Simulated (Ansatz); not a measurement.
An Ansatz (a quantum-chemistry and plane-wave program) input for fluorite-like CuAl2 (0 0 1) on silicon (0 0 1) (film strained to the substrate, faces as cut):

Ansatz 0.2 input:
```yaml
crystal:
  lattice:
    - [3.867778061, -0.000068827, -0.03635033]
    - [-0.000285911, 3.867668886, -0.039974004]
    - [-0.926654124, -1.593973061, 29.089225329]
  atoms:
    - { symbol: Si, position: [-0.012212038, 0.027025801, 0.069924539] }
    - { symbol: Si, position: [0.473414212, 0.008390419, 0.023683232] }
    - { symbol: Si, position: [0.516043061, 0.571827224, 0.16431754] }
    - { symbol: Si, position: [0.001303632, 0.549943141, 0.117277553] }
    - { symbol: Si, position: [0.045307985, 0.116909058, 0.25844262] }
    - { symbol: Si, position: [0.530688433, 0.094702604, 0.211380998] }
    - { symbol: Si, position: [0.574143634, 0.662925078, 0.352563344] }
    - { symbol: Si, position: [0.059673603, 0.639878289, 0.305503417] }
    - { symbol: Si, position: [0.101877345, 0.209496585, 0.446563985] }
    - { symbol: Si, position: [0.587669633, 0.186222074, 0.399616717] }
    - { symbol: Si, position: [0.646190974, 0.761999295, 0.541941003] }
    - { symbol: Si, position: [0.129986841, 0.733000342, 0.493679169] }
    - { symbol: Al, position: [0.800480039, 0.296743094, 0.602062447] }
    - { symbol: Al, position: [0.31205327, 0.804981077, 0.615678337] }
    - { symbol: Al, position: [0.35266335, 0.860534586, 0.718129678] }
    - { symbol: Al, position: [0.852694181, 0.36009535, 0.717915644] }
    - { symbol: Al, position: [0.887036527, 0.411750943, 0.822545265] }
    - { symbol: Al, position: [0.386990066, 0.911762445, 0.822044435] }
    - { symbol: Al, position: [0.422001848, 0.962537949, 0.928878081] }
    - { symbol: Al, position: [0.922631414, 0.461537644, 0.925777338] }
    - { symbol: Cu, position: [0.832565035, 0.833284754, 0.665130581] }
    - { symbol: Cu, position: [0.370034233, 0.386197118, 0.769964661] }
    - { symbol: Cu, position: [0.903978788, 0.937025045, 0.874854843] }
    - { symbol: Cu, position: [0.440802026, 0.487266077, 0.980233578] }
basis:
  ecutwfc: 500
  ecutrho_ratio: 4
  xc_grid: 4
kpoints:
  mp_grid: { grid: [8, 8, 1] }
hamiltonian:
  xc: r2scan
  dispersion: none
  pseudopotentials: { kind: paw }
scf:
  n_extra_bands: 25
  occupations: { method: fermi_dirac, width: 0.05 }
  convergence: { dr2_threshold: 0.000000001 }
output:
  eigenvalues: true
```

Calculation: r2SCAN (plane waves to 500 eV, PAW; Ansatz). No spin–orbit coupling; the runs are not spin-polarised. Its k-point mesh 8×8×1, Fermi–Dirac width 0.05 eV.

Question: Write the closing report of this run, without the band table and long remarks, to eight decimals at most.

Answer: 
```
SCF converged after 24 iterations
Free energy (F): -38516.619760 eV
Harris-Foulkes:  -38516.619760 eV  (|F-HF|=3.06e-10)
Internal energy: -38516.571432 eV  (E = F + TS)
E sigma→0 (E₀):  -38516.595596 eV
Entropy (-TS):   -0.048328 eV (-2.014 meV/atom)
Fermi energy:    7.461996 eV
--- Per-component energies (eV) ---
  E_band       = -2154.732280
  E_kinetic    = 1868.966224
  E_local      = -66192.921998  (includes V_loc(G=0)·N_el)
  E_nonlocal   = 1922.444753
  E_hartree    = 31747.544910
  E_xc         = -1251.110500
  E_vxc        = -1353.938203  (∫ρ·V_xc dr)
  E_paw        = -16701.347109  (= ΣΔE_a)
  E_vpaw       = -1966.259686  (= ΣTr[D̂ρ^β])
  E_aug_tail   = 0.000643  (compensation charges beyond the density's cutoff)
  E_vtau       = 71.891250  (kinetic-family band-sum trace: ∫τ·v_τ [+ j·A + Jᵃ·Aᵃ] dr)
  E_ewald      = 10092.454137
  E_core_change = -2.602492  (= ΣΔE_core)
  E_smearing   = -0.048328  (= −TS)
  E_closure    = 0.000000  (closes the sum)
  Σ components = -38516.619760   (vs F -38516.619760, Δ=0.00e0)
```

Cost: very roughly 9 core-minutes.
